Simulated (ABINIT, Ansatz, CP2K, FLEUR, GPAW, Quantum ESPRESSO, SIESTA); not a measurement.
Code comparison for AgNO3 (R3m, 5 atoms in the cell)

Self-consistent single point.

```
CELL_PARAMETERS angstrom
      2.52771     1.45938     2.80851
     -2.52771     1.45938     2.80851
      0.00000    -2.91875     2.80851
ATOMIC_POSITIONS crystal
  Ag 0.99804 0.99804 0.99804
  N  0.57411 0.57411 0.57411
  O  0.43488 0.43488 0.85948
  O  0.85948 0.43488 0.43488
  O  0.43488 0.85948 0.43488
```

Shared settings, as Ansatz (an electronic-structure program) writes them: kpoints.mp_grid.grid = 6 6 6; scf.occupations.method = fermi_dirac; scf.occupations.width = 0.0007 Ry. Potentials and cutoffs stand in the table.

| code | model | pressure (GPa) | largest force (eV/Å) | gap on the mesh (eV) | cutoff |
|---|---|---|---|---|---|
| SIESTA | LDA PW92, numerical atomic orbitals DZP, PseudoDojo LDA standard norm-conserving potentials (rewritten from UPF to PSML) | -2.98 | 2.247 | 1.366 | grid 350 Ry |
| GPAW | LDA (Perdew-Wang 92), GPAW PAW datasets LDA (gpaw-data 1.0.1) | – | 0.985 | 1.485 | 900 eV |
| ABINIT | LDA (PW92), norm-conserving pseudopotentials (PseudoDojo nc-sr-04 LDA standard) | -1.36 | 1.076 | 1.485 | 1170 eV |
| Quantum ESPRESSO | LDA (PZ), GBRV 1.5 ultrasoft (LDA) pseudopotentials | -1.47 | 1.187 | 1.508 | 40 Ry |
| Ansatz | LDA (PW92), PAW files made with PBE | -2.80 | 0.794 | 1.507 | default |
| CP2K | LDA (Pade form), GPW, DZVP-MOLOPT-PBE-GTH basis, GTH-PBE potentials (POTENTIAL_UZH) | 4.41 | 2.596 | 1.395 | grid 500 Ry |
| FLEUR | LDA (Perdew-Zunger), all-electron FLAPW (FLEUR), scalar-relativistic valence | – | 1.013 | 1.621 | Kmax 4.7 1/bohr |

Size of the force on each atom (eV/Å): Sizes of forces hide their directions.

```tsv
code	Ag1	N2	O3	O4	O5
SIESTA	0.008	0.138	2.247	2.247	2.247
GPAW	0.053	0.026	0.985	0.985	0.985
ABINIT	0.056	0.037	1.076	1.076	1.076
Quantum ESPRESSO	0.055	0.033	1.187	1.187	1.187
Ansatz	0.052	0.023	0.794	0.794	0.794
CP2K	0.018	0.114	2.596	2.596	2.596
FLEUR	0.085	0.126	1.013	1.013	1.013
```

A dash marks a value that a program does not give, or that is left out as unsure.

Gaps are read on the mesh.

The spread over the programs that give each value: pressure within 7.39 GPa; largest force within 1.802 eV/Å; gap on the mesh within 0.255 eV.

SIESTA and CP2K use small atom-centred bases, whose incompleteness enters pressures, forces and empty levels differently from a plane-wave cutoff. FLEUR treats all electrons, but the usual bases taken here (sphere radii, linearisation, local orbitals, empty states) were not tested for convergence, so the values are no reference for the others. Ansatz's pressure is given at a fixed set of plane waves, as the other plane-wave codes print theirs; with its correction for the finite basis it is -2.13 GPa (the shift of 0.67 GPa shows how far the cutoff is from converged). The pressure of GPAW is left out: its cutoff lies under the one at which its stress was checked. The same LDA comes in different parametrisations, which differ slightly. In the pressure, SIESTA (by 1.51), Ansatz (by 1.32) and CP2K (by 5.88) lie more than 1 GPa from the median of the plane-wave programs. In the gap, SIESTA (by 0.130) and FLEUR (by 0.125) lie more than 0.12 eV from the median of the plane-wave programs. In the force vectors, SIESTA (by 1.218), Quantum ESPRESSO (by 0.157), Ansatz (by 0.236), CP2K (by 1.566) and FLEUR (by 0.097) lie more than 0.08 eV/Å from the median of the plane-wave programs.

The starting cell comes from a database of computed structures (which also holds hypothetical and non-ambient phases and stackings), without a prior relaxation at this level. Its lattice was rescaled by a random factor within 2.5 % of one.

Keys are those of Ansatz 0.2.
